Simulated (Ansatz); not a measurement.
Checking a run of Ansatz (a program for electronic structure) on TiAs2O7 (P2_1/c, 40 atoms in the cell). The aim is a self-consistent single point with DFT, PBEsol, plane waves, default PAW files made with PBE.

Cell that was meant: a = 5.1492 Å, b = 13.0052 Å, c = 9.6663 Å, α = 90.00°, β = 120.87°, γ = 90.00°.

Part of the input:

Ansatz 0.2 input:
```yaml
    - { symbol: O, position: [0.814600, 0.438800, 0.130600] }
    - { symbol: O, position: [0.814600, 0.061200, 0.630600] }
    - { symbol: O, position: [0.185400, 0.561200, 0.869400] }
basis:
  ecutwfc: 9.2 Ry
kpoints:
  mp_grid: { grid: [3, 1, 2] }
hamiltonian:
```

Output (repeated stretches shortened):

```
   [... lines left out ...]
PAW frozen core: O, regenerated for the run's functional, and the local potential with it
Initial density: superposition of atomic densities (neutral atoms: chi_scale 0, normalization atom), corrected by the library's trained network
Initial wavefunctions: pseudopotential atomic-orbital guess
Eigensolver: davidson
Functional: x = pbesol(κ = 0.804, μ = 0.12345679012345678), c = pbesol(β = 0.046)
SCF iter   1: F=—  HF=-63027.887909 eV  |F-HF|=—  |Δ(HF+E_count)|=         —  Δρ=4.23e-1  dr2=5.41e2  ethr=1.77e-3  ⟨swp⟩=5.0  Hψ=3202  notcnv=0  defer=43
all-band conjugate gradients solve this SCF's bands
preconditioner: auto → Resta (q_TF=auto, 2.509 Å⁻¹)
   [... lines left out ...]
SCF iter   9: F=—  HF=-62637.893151 eV  |F-HF|=—  |Δ(HF+E_count)|=   6.51e-3  Δρ=2.63e-5  dr2=3.13e-6  ethr=1.41e-9  ⟨swp⟩=3.0  Hψ=1728  notcnv=0  defer=90
SCF iter  10: F=—  HF=-62637.893151 eV  |F-HF|=—  |Δ(HF+E_count)|=   1.18e-7  Δρ=1.02e-5  dr2=3.82e-7  ethr=9.31e-10  ⟨swp⟩=2.0  Hψ=1020  notcnv=0  defer=90
SCF iter  11: F=-62637.893151 eV  HF=-62637.893151 eV  |F-HF|=5.51e-8  |Δ(HF+E_count)|=   1.64e-7  Δρ=3.22e-6  dr2=7.25e-8  ethr=2.98e-11  ⟨swp⟩=12.2  Hψ=3229  notcnv=0
SCF 1 converged in 11 iterations: F = -62637.893151 eV  dr2 = 7.25e-8
Free energy (F): -62637.893151 eV
Internal energy: -62637.893117 eV  (E = F + TS)
E sigma→0 (E₀):  -62637.893134 eV
Entropy (-TS):   -0.000034 eV (-0.001 meV/atom)
Fermi energy:    6.067409 eV
--- Forces (eV/Å), atoms counted from 1 ---
  atom   1  As    -1.15141610     1.42252848    -1.15034938
  atom   2  As     1.15141610     1.42252848     1.15034938
  atom   3  As     1.15141610    -1.42252848     1.15034938
  atom   4  As    -1.15141610    -1.42252848    -1.15034938
  atom   5  As    -0.66253940     1.91581850     0.56844758
   [... 31 lines left out ...]
  atom  37  O     -0.00912217     0.22169479     0.58086399
  atom  38  O      0.00912217     0.22169479    -0.58086399
   [... lines left out ...]
  atom  40  O     -0.00912217    -0.22169479     0.58086399
--- Stress (GPa, compression-positive) ---
       -4.765133       0.000000       0.610828
        0.000000      -5.850976       0.000000
        0.610829       0.000000     -10.250025
  P = ⅓ Tr σ = -6.9554 GPa (-69.554 kbar)
  The stress holds the Pulay correction. Without it, at fixed plane waves, as pw.x and ABINIT print it: P = -831.3055 GPa
```

Q: Is anything amiss in this input, and did it matter?

A: The run is not sound. The fault is a basis or grid far too coarse for these potentials. The error of an incomplete plane-wave basis or grid does not cancel at such settings. To fix it, restore the cutoff that the potentials need and check convergence. The run converged in 11 iterations without an error; against the sound input the free energy goes up by 36.6 eV/atom, the pressure goes from -1.29 to -6.96 GPa, the largest force goes from 0.521 to 2.794 eV/Å and the gap on the mesh goes from 2.969 to 2.320 eV. At a fixed set of plane waves, without the program's Pulay estimate, the pressure is -831.31 GPa against -1.95 GPa.

An input that runs soundly differs in these lines (not the only fix; some lines may just follow from the change or write a value another way):
```diff
-basis:
-  ecutwfc: 9.2 Ry
```

With that input, the run converged in 10 iterations: free energy E − TS (on the zero of these files) -64102.9466 eV; gap on the k-point mesh 2.97 eV; pressure -1.29 GPa; largest force (vector length) 0.521 eV/Å (DFT, PBEsol, plane waves, default PAW files made with PBE).

On the sound input: the starting cell comes from a database of published, mostly measured structures (it also holds non-ambient and calculated ones), without a prior relaxation at this level. Its lattice was rescaled by a random factor within 2.5 % of one. Ansatz's pressure includes its estimate of the finite-basis (Pulay) stress. Without the estimate this run gives -1.95 GPa.
